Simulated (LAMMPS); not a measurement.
LAMMPS 22 Jul 2025, classical MD, SNAP (Ni_Zuo_JPCA2020.snapcoeff): Ni, 2048 atoms.

| Quantity | Result |
|---|---|
| task | MD, nve |
| potential | SNAP, Ni_Zuo_JPCA2020.snapcoeff Ni_Zuo_JPCA2020.snapparam |
| copies of the repeat unit | 8×8×8 |
| shape (slab and sphere leave vacuum in the box) | slab |
| temperature | 800 K |
| steps | 300 |
| timestep | 1 fs |
| neighbor skin | 2 Å |
| neigh_modify | every 1 delay 0 check yes |
| thermo | 100 |
| newton | on (default) |
| atom_modify sort (bins of 2 Å where set) | 1000 (default) |
| comm_style | brick (default) |
| box | 28.2 × 28.2 × 84.6 Å, the slab in its lowest third along z, the rest vacuum |
| start | generated fcc lattice, warmed in an untimed run |
| compared values | energy and forces of the first step, drift over the run |

It runs on a single node (Arm Neoverse V2, 96 cores on 1 socket, no SMT, 1 L3 cache group).

Run on 64 ranks, it takes 3.8 s from launch to exit:

```bash
# ahead of the timed run: OMP_NUM_THREADS=1 mpirun -np 48 lmp -in in.warm -log none -nocite
OMP_NUM_THREADS=1 mpirun -np 64 lmp -in in.lmp -log log.lammps -nocite
```

From its output:

```
  using 1 OpenMP thread(s) per MPI task
  2 by 4 by 8 MPI processor grid
  2048 atoms
  master list distance cutoff = 6.1
  ghost atom cutoff = 6.1
Per MPI rank memory allocation (min/avg/max) = 3.143 | 3.413 | 3.759 Mbytes
88.0% CPU use with 64 MPI tasks x 1 OpenMP threads
...
Loop time of 3.53567 on 64 procs for 300 steps with 2048 atoms

Performance: 7.331 ns/day, 3.274 hours/ns, 84.850 timesteps/s, 173.772 katom-step/s
88.0% CPU use with 64 MPI tasks x 1 OpenMP threads

MPI task timing breakdown:
Section |  min time  |  avg time  |  max time  |%varavg| %total
---------------------------------------------------------------
Pair    | 3.8473e-05 | 1.1363     | 3.5254     | 133.8 | 32.14
Neigh   | 0          | 0          | 0          |   0.0 |  0.00
Comm    | 8.1652e-05 | 0.62392    | 3.2825     | 133.8 | 17.65
Output  | 7.0177e-05 | 0.027992   | 0.055673   |  16.5 |  0.79
Modify  | 5.6254e-05 | 0.00013132 | 0.00027965 |   0.0 |  0.00
Other   |            | 1.747      |            |       | 49.42

Nlocal:             32 ave          99 max           0 min
Histogram: 34 6 0 0 0 6 2 0 4 12
Nghost:         328.75 ave         984 max           0 min
Histogram: 32 0 0 8 0 8 0 8 0 8
Neighs:              0 ave           0 max           0 min
Histogram: 64 0 0 0 0 0 0 0 0 0
FullNghs:      2412.94 ave        8104 max           0 min
Histogram: 40 0 0 0 7 1 0 0 6 10

Total # of neighbors = 154428
Ave neighs/atom = 75.404297
Neighbor list builds = 0
Dangerous builds = 0
```

Wall times, medians of two to five repeats, each run alone on the node (launch to exit). Processes are pinned to neighbouring cores unless said otherwise. The times hold for this build (PyPI wheel: MPICH, OPENMP and OPT packages). Scratch files lie in a memory file system. A preparatory run goes ahead and isn't timed.

Problem. What holds this run back, and which change relieves it on the same cores with the result kept within 1.0 meV/atom in energy, 10 meV/Å in forces on 48 atoms, 0.20 meV an atom in drift of the total energy?

Solution. The largest part is other (Other), 46 % of the time from launch to exit. One change that relieves it (others may too): going from processors = * * * (default) to processors = 8 8 1, one of the fastest among the values tried that keep the result: 3.8 s to 1.8 s (2.1× as fast). The largest move is in other (Other): 1.7 s to 0.059 s. The slowest rank's pair time is 3.10 times the mean in the first run and 1.19 times in the second; the others wait. What the program resolved moves too: grid of ranks from 2 by 4 by 8 to 8 by 8 by 1. These two results differ by: energy equal as printed, forces on 48 atoms equal as printed, drift of the total energy equal as printed. Others tried: processors = * * 1 (1.8 s); processors = 64 1 1 (3.1 s); processors = 4 4 4 (3.8 s); processors = 1 1 64 (4.7 s).
